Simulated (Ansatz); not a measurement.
Start from CdS in the zinc blende structure (space group F-43m, No. 216; a = 5.927 Å).

Calculations: PBE/PAW in Ansatz (a program for electronic structure), spin-orbit coupling left out, earlier PAW set.

Carriers are added at fixed cell with a uniform background; the Fermi–Dirac width is that of 300 K.

One change was made to it. Results:

```csv
quantity,base,after
gap character,direct at Γ,direct at Γ
gap between the host's bands,1.04 eV,1.49 eV
Fermi level relative to the doped band's edge (positive inside the band; to 0.05 eV),–,+0.55 eV
```

Question: Which of these changes matches the shifts?
A. electrons 1.0×10^21 cm⁻³
B. holes 1.0×10^21 cm⁻³
C. holes 1.0×10^22 cm⁻³
D. holes 5.0×10^20 cm⁻³

Answer: C, holes 1.0×10^22 cm⁻³. For comparison, the Fermi level from band edge in the other runs: holes 1.0×10^21 cm⁻³ gives +0.15 eV; holes 5.0×10^20 cm⁻³ gives +0.10 eV; electrons 1.0×10^21 cm⁻³ gives +1.25 eV.

Charged cell with a jellium background: band edges are those of the host's band count, energies are not comparable with the neutral cell, and many-body gap narrowing is missing. No phonon test of stability was made.
